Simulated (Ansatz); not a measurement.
**ZnS: pressure series**

The parent structure is ZnS in the wurtzite structure (space group P6_3mc, No. 186; a = 3.845 Å, c = 6.306 Å).

Cell and atoms are relaxed at each pressure.

Levels (all Ansatz, a quantum-chemistry and plane-wave program, PAW): PBE (420 eV, without spin-orbit coupling); r2SCAN (500 eV, without spin-orbit coupling).

The base cell above is that of PBE; each level relaxes its own structures.

| case | band gap, PBE | band gap, r2SCAN |
|---|---|---|
| pressure −2 GPa | 1.95 eV | 2.65 eV |
| pressure −1 GPa | 2.01 eV | 2.72 eV |
| pressure 3 GPa | 2.25 eV | 2.94 eV |
| pressure 7 GPa | 2.45 eV | 3.13 eV |
| pressure 15 GPa | 2.76 eV | 3.44 eV |
| pressure 30 GPa | 3.10 eV | 3.48 eV |
| pressure 50 GPa | 2.54 eV | 2.82 eV |
| pressure 75 GPa | 1.38 eV | 1.85 eV |
| pressure 100 GPa | 0.11 eV | 0.73 eV |

PBE lies below r2SCAN in every row, by 0.28 eV to 0.71 eV. They disagree on the order of pressure 50 GPa and pressure 3 GPa and of 1 more pair.

Load acts through the strain it causes; cell and atoms are relaxed under it. No phonon test of stability was made. Tetrahedral semiconductors of this kind turn to denser phases somewhere between about 1 and 50 GPa; those were not computed, so compressed cells here can lie past the real transition. A zero or small gap of ZnS under pressure 100 GPa can be the functional's error rather than a property of the material.
